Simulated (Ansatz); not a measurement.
## Rb under a change: isotropic strain −3.00 %

The reference is Rb in the bcc (W type) structure (space group Im-3m, No. 229; a = 5.6752 Å; relaxed with 0.1 eV smearing).

Now apply this change: every lattice vector is shortened by 3.00 %; the atoms relax in the strained cell.

Level of theory: PBE, PAW, 420 eV (Ansatz, a first-principles code; without spin-orbit coupling). Γ-centred 16×16×16 mesh, Fermi–Dirac width 0.1 eV.

The volume per atom shrinks by 7.98 Å³, from 91.39 Å³ to 83.41 Å³ and the space group remains Im-3m (No. 229). The energy rises by 6.7 meV/atom and the band gap stays zero.

Final structure:

```yaml
crystal:
  lattice:
    - [-2.75245, 2.75245, 2.75245]
    - [2.75245, -2.75245, 2.75245]
    - [2.75245, 2.75245, -2.75245]
  atoms:
    - { symbol: Rb, position: [0.00000, 0.00000, 0.00000] }
```

No phonon test of stability was made. The final runs are not spin-polarised.
